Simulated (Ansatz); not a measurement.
Base system: CuI in the zinc blende structure (space group F-43m, No. 216; a = 5.939 Å). Axes: x, y, z lie along the cube axes.

Method: PBEsol (Ansatz, a quantum-chemistry and plane-wave program; PAW; 420 eV plane waves; without spin-orbit coupling), earlier PAW set.

Before the change:

| Quantity | Result |
|---|---|
| Valley order | Γ 1.17 eV; L along ⟨111⟩ 2.11 eV; X along ⟨100⟩ 2.47 eV |
| Valence-band top at Γ | 0.00, 0.00, 0.00 eV |
| Pressure | -0.01 GPa |

Now apply this change: a pure shear with ε_yz = ε_zy = -0.0034; the atoms relax in the strained cell.

**Question.** What does the calculation give for the energy relative to the base after the change?

**Answer.** The energy stays essentially unchanged.

**Question.** What does the calculation give for the valley order after the change?

**Answer.** The valley order (the lowest conduction-band minima on the path, energy above the VBM, named in the base's zone) becomes Γ 1.17 eV; L along [111] 2.09 eV; L along [1-11] 2.13 eV; X along [100] 2.46 eV (base: Γ 1.17 eV; L along ⟨111⟩ 2.11 eV; X along ⟨100⟩ 2.47 eV).

**Question.** What happens to the valence-band top at Γ?

**Answer.** The valence-band top at Γ (three highest levels, from the VBM) becomes 0.00, -0.01, -0.01 eV (base: 0.00, 0.00, 0.00 eV).

**Question.** What happens to the pressure?

**Answer.** The pressure (mean of the normal stresses, compression positive) is still -0.01 GPa.

With I present, leaving out spin-orbit coupling can change the band edges. The levels and masses belong to the bands next to the band gap. Whether these cells are dynamically stable was not tested. All final runs are without spin polarisation.
